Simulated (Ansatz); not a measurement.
The starting structures come from a database of crystals and need not be the phases stable at ambient conditions.

Inside the gap of an insulator the Bloch states are evanescent, with a wavenumber k + iκ along the transport direction.

Given:

```
MgNa2Cl4
1.0
    3.79931     0.00000     0.00000
    0.00000    13.66639     0.00000
    0.00000    -3.47200     5.94936
Na Mg Cl
4 2 8
Direct
  0.50000   0.68152   0.76686
  0.50000   0.31848   0.23314
  0.50000   0.81848   0.40382
  0.50000   0.18152   0.59618
  0.00000   0.50000   0.00000
  0.00000   0.00000   0.00000
  0.00000   0.19657   0.31667
  0.00000   0.80343   0.68333
  0.00000   0.30343   0.92353
  0.00000   0.69657   0.07647
  0.50000   0.95633   0.19418
  0.50000   0.04367   0.80582
  0.50000   0.54367   0.28152
  0.50000   0.45633   0.71848
```

Space group of this cell: Pbam. The cell is taken as given.

Transport runs along the normal of the first two printed cell vectors.

The gap is the functional's own. No spin-orbit coupling. Mid-gap values are interpolated on the energy grid.

**Question.** Predict the band gap and the smallest decay constant κ at mid-gap from Ansatz (a quantum-chemistry and plane-wave program) with r2SCAN.

**Answer.** Gap 5.82 eV on a 8×6×6 mesh; κ = 0.394 1/Å, at the zone centre.
